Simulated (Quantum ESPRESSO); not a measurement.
Quick settings and what they miss: Cd2SeS (P3m1, 4 atoms in the cell)

Self-consistent single point.

```
Cd2SeS
1.0
    4.28948     0.00000     0.00000
   -2.14474     3.71480     0.00000
    0.00000     0.00000     6.99456
Cd Se S
2 1 1
Direct
  0.00000   0.00000   0.49023
  0.33333   0.66667   0.00964
  0.33333   0.66667   0.62575
  0.00000   0.00000   0.12238
```

Method of the run: LDA (PZ), GBRV 1.5 ultrasoft (LDA) pseudopotentials (plane waves; Quantum ESPRESSO 7.5).

Base settings: ecutwfc = 40 Ry; ecutrho = 200 Ry; occupations = smearing; smearing = fermi-dirac; degauss = 0.00147 Ry; potentials = {Cd: cd_lda_v1.uspp.F.UPF, Se: se_lda_v1.uspp.F.UPF, S: s_lda_v1.4.uspp.F.UPF}; K_POINTS = automatic 5 5 3 0 0 0; conv_thr = 1e-10 Ry.

Tight run (finer mesh or higher cutoff; not a proven limit): ecutwfc: 40 Ry → 56 Ry; ecutrho: 200 Ry → 280 Ry; conv_thr: 1e-10 Ry → 7.3e-11 Ry; K_POINTS: automatic 5 5 3 0 0 0 → automatic 7 7 5 0 0 0. It gave top of the valence band (on the code's own zero) 4.63 eV; gap on the k-point mesh 0.40 eV; pressure -5.03 GPa; largest force (vector length) 0.020 eV/Å.

Quick runs, as changes from the base:
- A: the base itself
- B: conv_thr: 1e-10 Ry → 7.3e-06 Ry; K_POINTS: automatic 5 5 3 0 0 0 → automatic 4 4 4 1 1 1
- C: ecutwfc: 40 Ry → 24 Ry; ecutrho: 200 Ry → 120 Ry; smearing: fermi-dirac → gaussian; degauss: 0.00147 Ry → 0.0147 Ry; K_POINTS: automatic 5 5 3 0 0 0 → automatic 3 3 3 0 0 0
- D: ecutwfc: 40 Ry → 27 Ry; ecutrho: 200 Ry → 216 Ry; smearing: fermi-dirac → gaussian; degauss: 0.00147 Ry → 0.0099958 Ry; conv_thr: 1e-10 Ry → 7.3e-06 Ry; pseudopotentials: {Cd: cd_lda_v1.uspp.F.UPF, Se: se_lda_v1.uspp.F.UPF, S: s_lda_v1.4.uspp.F.UPF} → {Cd: Cd.pbe-dn-rrkjus_psl.0.3.1.UPF, Se: Se_pbe_v1.uspp.F.UPF, S: s_pbe_v1.4.uspp.F.UPF}; K_POINTS: automatic 5 5 3 0 0 0 → automatic 1 1 1 0 0 0; input_dft: default → pbesol [PBEsol]
- E: ecutwfc: 40 Ry → 22 Ry; ecutrho: 200 Ry → 176 Ry; pseudopotentials: {Cd: cd_lda_v1.uspp.F.UPF, Se: se_lda_v1.uspp.F.UPF, S: s_lda_v1.4.uspp.F.UPF} → {Cd: Cd.pbe-dn-rrkjus_psl.0.3.1.UPF, Se: Se_pbe_v1.uspp.F.UPF, S: s_pbe_v1.4.uspp.F.UPF}; K_POINTS: automatic 5 5 3 0 0 0 → automatic 4 4 4 1 1 1; input_dft: default → pbesol [PBEsol]

Energies are extrapolated to zero smearing width, which holds to low order in the width alone (under cold and Methfessel-Paxton smearing the free energy itself is taken).

Dashes: pressure of B, D, not trusted under this conv_thr with d or f elements; time of C, D, under 30 s; energy of D, E, another energy zero; gap of D, left out as unsure on this mesh or at this smearing.

Gaps are read on each run's own mesh, which may miss the band edges.

† marks runs with another functional, U, potentials or spin treatment: their distance from the tight run is not a convergence error alone.

The count of work is k-points × plane waves × bands × iterations; it is no time. Core times come from one kind of shared machine and are given to one figure; runs under 30 s give none.

The starting cell comes from a database of computed structures (which also holds hypothetical and non-ambient phases and stackings), without a prior relaxation at this level. Its lattice was rescaled by a random factor within 2.5 % of one. In the base run, with a pressure of about -5 GPa the cell is away from its equilibrium volume at this level.

| run | energy less tight (meV/atom) | pressure less tight (GPa) | largest miss in a force vector (eV/Å) | gap on the mesh less tight (eV) | count of work / tight | core time / tight (rough) |
|---|---|---|---|---|---|---|
| A | 25.9 | 0.49 | 0.005 | -0.006 | 0.22 | 0.3 |
| B | 18.4 | – | 0.012 | 1.260 | 0.19 | 0.2 |
| C | 193.5 | -5.31 | 0.066 | -0.026 | 0.061 | – |
| D† | – | – | 2.548 | – | 0.0078 | – |
| E† | – | -154.37 | 0.089 | 1.362 | 0.15 | 0.2 |

Among the runs at the tight run's level, the energy misses run from 18.4 to 193.5 meV/atom.

Left out of this page: 1 run of the series outside the window shown, repeating another row's setting, or not comparable.
